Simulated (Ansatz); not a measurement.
Element substitutions in hypothetical rock salt GaAs

Start from GaAs in the rock salt structure (space group Fm-3m, No. 225; a = 5.304 Å; a hypothetical phase, not in the database extracts checked).

Each row replaces one element on all its sites; cell and atoms are relaxed.

Levels (all Ansatz, a first-principles code, PAW, earlier PAW set): PBEsol (420 eV, no spin-orbit coupling); r2SCAN (500 eV, no spin-orbit coupling); PBEsol+SOC (420 eV, with spin-orbit coupling).

Pressures by level, all at the geometries relaxed with PBEsol:

```json
[
 {"case": "base", "PBEsol": "0.0 GPa", "r2SCAN": "1.2 GPa", "PBEsol+SOC": "0.0 GPa"},
 {"case": "As → Ge", "PBEsol": "0.0 GPa", "r2SCAN": "1.0 GPa", "PBEsol+SOC": "0.0 GPa"},
 {"case": "Ga → Zn", "PBEsol": "0.0 GPa", "r2SCAN": "1.9 GPa", "PBEsol+SOC": "0.0 GPa"}
]
```

Single points use the geometry relaxed with PBEsol. Their cutoffs differ, which shifts pressures a little. The spin-orbit shifts are approximate. Whether these cells are dynamically stable was not tested. As relaxed here, GaGe and ZnAs are hypothetical phases, not in the database extracts checked. The runs without spin-orbit coupling are not spin-polarised. An odd electron count without spin: GaGe and ZnAs.
